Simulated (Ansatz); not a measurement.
The reference is LaRu₂ in the cubic Laves (MgCu2 type) structure (space group Fd-3m, No. 227; a = 7.601 Å). Axes: x, y, z lie along the cube axes.

Method: PBEsol/PAW in Ansatz (a program for electronic structure), scalar-relativistic without spin-orbit coupling.

Base values:

* **Pressure**: 0.0 GPa
* **Volume per atom**: 18.29 Å³
* **Band gap**: zero

One thing is altered: compressive biaxial strain of 2.91 % in the plane normal to [111], as in epitaxy on a mismatched substrate; the out-of-plane cell vector and the atoms relax.

What happens to the pressure, energy relative to the base, volume per atom and band gap?

The pressure (mean of the normal stresses, compression positive) goes from zero to 2.2 GPa; the energy rises by 9.0 meV/atom; the volume per atom decreases by 0.20 Å³, from 18.29 Å³ to 18.09 Å³; the band gap stays zero.

Without a gap, meshes like the base's 11×11×11 leave anisotropic stresses uncertain by several tenths of a GPa, and small strain energies with them. Stability against distortions was not tested. The final runs are not spin-polarised.
